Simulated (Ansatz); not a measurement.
The starting structures come from a database of crystals and need not be the phases stable at ambient conditions.

 Where the default PAW files enter, the runs use the earlier of Ansatz's two default sets.

By PBEsol, the system below comes out a metal.

A figure of merit of an interconnect metal is its ballistic conductance per area.

Data:

```
InSb
1.0
    3.22250     0.00000     0.00000
    0.00000     5.92042     0.00000
    0.00000     0.00000     5.75986
In Sb
2 2
Cartesian
  3.19414   0.00000   0.00000
  0.02836   2.96021   2.87993
  2.32987   0.00000   2.87993
  0.89263   2.96021   0.00000
```

Space group of this cell: Pmmn. The cell is strained (lengths along the current scaled by 0.97, ions clamped); by PBEsol its mean pressure is -1.3 GPa.

The current flows along the normal of the first two printed cell vectors. No spin-orbit coupling; the value is a mean over 0.1 eV about the Fermi level.

Problem. Estimate the ballistic conductance per area that PBEsol (Ansatz, a program for electronic structure) returns for this system.

Solution. 0.62 × 10¹⁵ S/m² for both spins.
